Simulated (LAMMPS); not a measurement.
Simulation of Si (diamond structure), 1728 atoms, at 1010 K and 5 GPa, heated as the crystal.

Method: classical MD, pair style tersoff, file Si.tersoff; code LAMMPS.

| r (Å) | g(r) |
|---|---|
| 2.020 | 0.000 |
| 2.060 | 0.011 |
| 2.100 | 0.061 |
| 2.140 | 0.345 |
| 2.180 | 1.06 |
| 2.220 | 2.32 |
| 2.260 | 3.77 |
| 2.300 | 4.76 |
| 2.340 | 4.82 |
| 2.380 | 3.88 |
| 2.420 | 2.79 |
| 2.460 | 1.69 |
| 2.500 | 0.909 |
| 2.540 | 0.477 |
| 2.580 | 0.237 |
| 2.620 | 0.111 |
| 2.660 | 0.055 |
| 2.700 | 0.019 |
| 2.740 | 0.012 |
| 2.780 | 0.006 |
| 2.820 | 0.003 |
| 2.860 | 0.002 |
| 2.900 | 0.002 |
| 2.940 | 0.000 |
| 2.980 | 0.002 |
| 3.020 | 0.008 |
| 3.060 | 0.032 |
| 3.100 | 0.086 |
| 3.140 | 0.216 |
| 3.180 | 0.330 |
| 3.220 | 0.398 |
| 3.260 | 0.488 |
| 3.300 | 0.585 |
| 3.340 | 0.707 |
| 3.380 | 0.816 |
| 3.420 | 0.982 |
| 3.460 | 1.10 |
| 3.500 | 1.24 |
| 3.540 | 1.39 |
| 3.580 | 1.51 |
| 3.620 | 1.64 |
| 3.660 | 1.74 |
| 3.700 | 1.87 |
| 3.740 | 1.92 |
| 3.780 | 2.00 |
| 3.820 | 1.97 |
| 3.860 | 1.97 |
| 3.900 | 1.96 |
| 3.940 | 1.87 |
| 3.980 | 1.82 |
| 4.020 | 1.75 |
| 4.060 | 1.71 |
| 4.100 | 1.58 |
| 4.140 | 1.56 |
| 4.180 | 1.47 |
| 4.220 | 1.39 |
| 4.260 | 1.38 |
| 4.300 | 1.31 |
| 4.340 | 1.28 |
| 4.380 | 1.24 |
| 4.420 | 1.18 |
| 4.460 | 1.17 |
| 4.500 | 1.13 |
| 4.540 | 1.07 |
| 4.580 | 1.02 |
| 4.620 | 0.979 |
| 4.660 | 0.906 |
| 4.700 | 0.822 |
| 4.740 | 0.767 |
| 4.780 | 0.673 |
| 4.820 | 0.634 |
| 4.860 | 0.565 |
| 4.900 | 0.532 |
| 4.940 | 0.488 |
| 4.980 | 0.477 |
| 5.020 | 0.456 |
| 5.060 | 0.435 |
| 5.100 | 0.458 |
| 5.140 | 0.482 |
| 5.180 | 0.482 |
| 5.220 | 0.540 |
| 5.260 | 0.576 |
| 5.300 | 0.624 |
| 5.340 | 0.670 |
| 5.380 | 0.727 |
| 5.420 | 0.752 |
| 5.460 | 0.794 |
| 5.500 | 0.835 |
| 5.540 | 0.864 |
| 5.580 | 0.888 |
| 5.620 | 0.904 |
| 5.660 | 0.920 |
| 5.700 | 0.931 |
| 5.740 | 0.911 |
| 5.780 | 0.947 |
| 5.820 | 0.946 |
| 5.860 | 0.924 |
| 5.900 | 0.932 |
| 5.940 | 0.920 |
| 5.980 | 0.931 |
| 6.020 | 0.944 |

Read from the full data:
- state found: crystal; no diffusion seen in 30 ps
- first peak of g(r): 2.32 Å, height 4.8
- coordination number: 4.00 (counted to 2.90 Å)

Caution: a run this short can hold a crystal over, or a liquid under, the potential's own melting point, which these runs don't give.
